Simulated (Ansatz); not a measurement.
# Effect of pressure 75 GPa on InSb

The reference is InSb in the zinc blende structure (space group F-43m, No. 216; a = 6.556 Å).

The change: cell and atoms relaxed at a pressure of 75 GPa.

Computed with Ansatz (a quantum-chemistry and plane-wave program), r2SCAN, PAW, cutoff 500 eV, scalar-relativistic without spin-orbit coupling. Γ-centred 12×12×12 mesh, Fermi–Dirac width 0.05 eV.

The volume per atom shrinks by 14.23 Å³, from 35.22 Å³ to 20.99 Å³ and the density grows by 3.78 g/cm³ to 9.36 g/cm³. The shortest interatomic distance falls by 0.450 Å (2.839 Å → 2.389 Å) and the enthalpy H = E + PV relative to the base's energy comes out as +11.89 eV/atom. The band gap changes from zero to 0.27 eV and the gap character changes from absent to indirect, Γ → Γ–X (87 % along). The smallest direct gap changes from zero to 2.72 eV and the electron mass amounts to 1.7 mₑ along k, 0.18 mₑ across (off the special points). The hole mass (degenerate bands, along [100]) is 0.13, 0.13, 0.13 mₑ (at Γ).

With Sb present, leaving out spin-orbit coupling can change the band edges. Load acts through the strain it causes; cell and atoms are relaxed under it. Effective masses come from finite differences of ±0.01 Å⁻¹. Along k means along the line from Γ to the band edge. Whether these cells are dynamically stable was not tested. Tetrahedral semiconductors of this kind turn to denser phases somewhere between about 1 and 50 GPa; those were not computed, so compressed cells here can lie past the real transition. All final runs are without spin polarisation. Gaps under 0.05 eV, about the width of the smearing, are given as zero. A zero or small gap of InSb can be the functional's error rather than a property of the material.
